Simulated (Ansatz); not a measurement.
SiO2 (P4₁2₁2, No. 92), treated with LDA in Ansatz (plane waves, PAW).

Settings: plane-wave cutoff 520 eV, 8×8×6 k mesh (along the axes of the cell as run), Fermi–Dirac smearing 0.01 eV, scalar-relativistic PAW data made under PBE.

Cell (measured lattice):

```xyz
12
Lattice="4.9570 0.0000 0.0000 0.0000 4.9570 0.0000 0.0000 0.0000 6.8903" Properties=species:S:1:pos:R:3 pbc="T T T"
Si     1.5104     1.5104     0.0000
Si     3.9889     0.9681     5.1677
Si     0.9681     3.9889     1.7226
Si     3.4466     3.4466     3.4451
O      1.1803     0.5497     1.2582
O      3.6588     1.9288     3.9096
O      1.2982     3.0282     0.4644
O      3.7767     4.4073     4.7033
O      4.4073     3.7767     2.1870
O      1.9288     3.6588     2.9807
O      3.0282     1.2982     6.4259
O      0.5497     1.1803     5.6321
```

Q: Estimate the band gap that the calculation returns.

A: 
band gap: 5.53 eV (direct)

Note: cell and atoms aren't relaxed at this level (largest force component 0.31 eV/Å, pressure -0.3 GPa).

Static lattice: no zero-point or thermal effects.

Computing time: around 2.1 core-minutes (rough).

Ansatz is an electronic-structure program.
